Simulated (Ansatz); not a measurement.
The parent structure is Nb in the bcc (W type) structure (space group Im-3m, No. 229; a = 3.304 Å; relaxed with 0.1 eV smearing).

The values are results of Ansatz (a quantum-chemistry and plane-wave program), r2SCAN, PAW, cutoff 500 eV, no spin-orbit coupling, not measurements.

Strains are applied to the cell and any free atomic positions relax.

One change was made to it. Results:

```csv
quantity,base,after
energy relative to the base (free energy F),0 meV/atom,+19 meV/atom
pressure,0.0 GPa,-7.2 GPa
```

Which change produced these results?
(A) isotropic strain +1.50 %
(B) isotropic strain +3.00 %
(C) isotropic strain +2.00 %
(D) isotropic strain +2.50 %

A, isotropic strain +1.50 %. For comparison, the energy relative to the base in the other runs: isotropic strain +2.00 % gives +33 meV/atom; isotropic strain +3.00 % gives +73 meV/atom; isotropic strain +2.50 % gives +52 meV/atom.

No phonon test of stability was made. All final runs are without spin polarisation.
